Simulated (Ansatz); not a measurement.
System: AlBiO3 (Pm-3m, No. 221, 5 atoms in the cell; start mp-23080; idealised structure). Method: HSE06 in Ansatz (plane waves, PAW).

Run with plane-wave cutoff 520 eV, 8×8×8 k mesh, scalar-relativistic PAW data made under PBE.

Cell (relaxed at this level):

Space group Pm-3m (No. 221); a = b = c = 3.7453 Å, α = β = γ = 90.00°

```json
[
 {"atom": "Al", "site": "1b", "symmetry": "m-3m", "x": "0.5000", "y": "0.5000", "z": "0.5000"},
 {"atom": "Bi", "site": "1a", "symmetry": "m-3m", "x": "0.0000", "y": "0.0000", "z": "0.0000"},
 {"atom": "O", "site": "3c", "symmetry": "4/mm.m", "x": "0.0000", "y": "0.5000", "z": "0.5000"}
]
```

Q: What does this level give for the Voigt–Reuss–Hill bulk modulus, Voigt–Reuss–Hill shear modulus (Hill average), Young modulus and Poisson ratio?

A: 
Voigt–Reuss–Hill bulk modulus: 215 GPa
Voigt–Reuss–Hill shear modulus (Hill average): 131 GPa
Young modulus: 327 GPa
Poisson ratio: 0.246

Note: the relaxation could not lower the start's symmetry, so the cell can be a saddle point above a distorted one.

Elastic constants are with the ions relaxed.

Spin–orbit coupling is not included; it can shift volumes and moduli of such heavy elements.

Static lattice: no zero-point or thermal effects.

It cost roughly 70 core-minutes of CPU time.

A start named mp-… is a Materials Project structure, which need not be a measured phase.

Ansatz is a first-principles code.
